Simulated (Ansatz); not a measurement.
CsGeBr₃ (Pm-3m, No. 221, 5 atoms in the cell; start mp-570223; high-temperature phase) was calculated with PBEsol in Ansatz (plane waves, PAW).

Settings: plane-wave cutoff 500 eV, 8×8×8 k mesh, Fermi–Dirac smearing 0.05 eV, scalar-relativistic PAW data made under PBE.

Cell (relaxed at this level):

```
CsBr3Ge
1.0
    5.47002     0.00000     0.00000
    0.00000     5.47002     0.00000
    0.00000     0.00000     5.47002
Cs Ge Br
1 1 3
Direct
  0.00000   0.00000   0.00000
  0.50000   0.50000   0.50000
  0.50000   0.50000   0.00000
  0.00000   0.50000   0.50000
  0.50000   0.00000   0.50000
```

Problem. What does this level give for the band gap?

Solution. 
* **band gap**: 0.33 eV (on the SCF k mesh)

Note: the relaxation could not lower the start's symmetry, so the cell can be a saddle point above a distorted one.

Spin–orbit coupling is not included.

Cost on a shared machine: around 30 core-seconds (rough).

A start named mp-… is a Materials Project structure, which need not be a measured phase.

Ansatz is an electronic-structure program.
